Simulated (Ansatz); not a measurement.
## CuI: response to strain

Consider CuI in the zinc blende structure (space group F-43m, No. 216; a = 6.023 Å). Axes: x, y, z lie along the cube axes.

Strains are applied to the cell and any free atomic positions relax; under biaxial strain the out-of-plane vector relaxes too.

Levels (all Ansatz, an electronic-structure program, PAW): r2SCAN (500 eV, no spin-orbit coupling); HSE06 (420 eV, spin-orbit coupling left out).

Band gaps by level, all at the geometries relaxed with r2SCAN:

| case | r2SCAN | HSE06 |
|---|---|---|
| base | 1.67 eV | 2.67 eV |
| biaxial strain +4.03 %, plane normal [110], relaxed out of plane | 1.43 eV | [?] |
| biaxial strain −0.65 %, plane normal [111], relaxed out of plane | 1.69 eV | [?] |
| strain tensor (xx, yy, zz, yz, xz, xy) = (+1.07, −1.40, −0.92, −0.17, −0.68, +1.23) % | 1.68 eV | 2.66 eV |
| strain tensor (xx, yy, zz, yz, xz, xy) = (−0.42, −1.94, −0.75, +0.57, −1.03, +1.57) % | 1.73 eV | 2.69 eV |
| tensor shear ε_xy = −2.97 % | 1.60 eV | 2.58 eV |

Some entries are withheld; estimate them.


- biaxial strain +4.03 %, plane normal [110], relaxed out of plane, HSE06: 2.44 eV
- biaxial strain −0.65 %, plane normal [111], relaxed out of plane, HSE06: 2.68 eV

A biaxial case was relaxed in a doubled cell and then solved in the primitive one. Single points use the geometry relaxed with r2SCAN. With I present, leaving out spin-orbit coupling can change the band edges. Whether these cells are dynamically stable was not tested. The final runs are not spin-polarised.
